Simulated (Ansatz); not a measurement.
The parent structure is SnO in the litharge type structure (space group P4/nmm, No. 129; layered, stacked along the Cartesian z axis).

SnO is modelled in the tetragonal space group P4/nmm, origin choice 1 (No. 129), Pearson symbol tP4. Lattice parameters: a = b = 3.793 Å, c = 4.764 Å, α = β = γ = 90.00°. Sn on 2c is surrounded by 4 O at 2.216 Å. O on 2a is surrounded by 4 Sn at 2.216 Å (tetrahedral). (Neighbours: up to the widest gap in distance over summed covalent radii, below 1.35, at either atom; cation-cation and far metal-metal contacts left out.)

Calculations: plane-wave PAW DFT at the r2SCAN+rVV10 level (Ansatz, an electronic-structure program, 500 eV), no spin-orbit coupling.

Before the change:

```
Property                        Result
-----------------------------  -------
In-plane lattice parameter a   3.793 Å
Shortest interatomic distance  2.216 Å
```

The change: a free-standing slab of 4 layers (16 atoms, 4 a layer) is cut normal to the stacking axis, with 15 Å of vacuum and the in-plane cell relaxed.

What happens to the in-plane lattice parameter a?

The in-plane lattice parameter a decreases by 0.0095 Å (3.793 Å → 3.784 Å).

What does the calculation give for the excess energy per area of both faces after the change?

The excess energy per area of both faces (slab less bulk energy over the cell's area: twice a surface energy) comes out as 0.5 J/m² (uncertain by up to 0.2 J/m²).

Predict the new shortest interatomic distance.

The shortest interatomic distance falls by 0.002 Å (2.216 Å → 2.214 Å).

What does the calculation give for the thickness between the outermost nuclei after the change?

The thickness between the outermost nuclei amounts to 16.68 Å.

The excess energy carries the mismatch between the slab's and the bulk's meshes. Whether these cells are dynamically stable was not tested. The final runs are not spin-polarised.
